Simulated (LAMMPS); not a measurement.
Surface tension of liquid Ag over temperature.

Method: classical MD, pair style meam, file library.meam (library.meam-Ag) (LAMMPS).

```
T (K)  surface tension  excess energy
-----  ---------------  -------------
1240   0.44 ± 0.01 N/m      0.82 J/m²
1420   0.38 ± 0.01 N/m      0.78 J/m²
1670   0.30 ± 0.02 N/m      0.74 J/m²
```

Caution: the potential MEAM library.meam-Ag is a first-neighbour MEAM set with a 4 Å cutoff, used here without a parameter file and away from the static properties it was fitted to.

The ± values are statistical; the model's systematic error is not in them.
